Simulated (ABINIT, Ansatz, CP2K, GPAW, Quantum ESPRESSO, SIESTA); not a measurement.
One structure in several programs: ScIr3 (Pm-3m, 4 atoms in the cell)

Self-consistent single point.

```
ScIr3
1.0
    3.84833     0.00000     0.00000
    0.00000     3.84833     0.00000
    0.00000     0.00000     3.84833
Sc Ir
1 3
Direct
  0.00000   0.00000   0.00000
  0.00000   0.50000   0.50000
  0.50000   0.00000   0.50000
  0.50000   0.50000   0.00000
```

Shared settings, as Ansatz (an electronic-structure program) writes them: kpoints.mp_grid.grid = 6 6 6; scf.occupations.method = fermi_dirac; scf.occupations.width = 0.136 eV. Potentials and cutoffs stand in the table.

```tsv
code	model	pressure (GPa)	cutoff
Quantum ESPRESSO	PBEsol, SSSP 1.1.2 efficiency (PBE) pseudopotentials	11.59	60 Ry
Ansatz	PBEsol, PAW files made with PBE	11.36	420 eV
GPAW	PBEsol, GPAW PAW datasets PBEsol (made by gpaw-setup)	10.94	850 eV
SIESTA	GGA PBEsol, numerical atomic orbitals DZP, PseudoDojo PBEsol standard norm-conserving potentials (rewritten from UPF to PSML)	8.93	grid 300 Ry
CP2K	PBEsol, GPW, DZVP-MOLOPT-SR-GTH basis, GTH-PBE potentials (GTH_POTENTIALS)	11.43	grid 600 Ry
ABINIT	PBEsol, norm-conserving pseudopotentials (PseudoDojo nc-sr-04 PBEsol standard)	11.09	1061 eV
```

On Ansatz's run: spin-orbit coupling is off. Spin polarisation is off.

The spread over the programs that give each value: pressure within 2.66 GPa.

SIESTA and CP2K use small atom-centred bases, whose incompleteness enters pressures, forces and empty levels differently from a plane-wave cutoff. Ansatz's pressure is given at a fixed set of plane waves, as the other plane-wave codes print theirs; with its correction for the finite basis it is 11.41 GPa. In the pressure, SIESTA (by 2.29) lies more than 1 GPa from the median of the plane-wave programs.

The starting cell comes from a database of computed structures (which also holds hypothetical and non-ambient phases and stackings), without a prior relaxation at this level. Its lattice was rescaled by a random factor within 2.5 % of one.

Left out of this page: Elk and FLEUR (not drawn, or without a comparable value).

Keys are those of Ansatz 0.2.
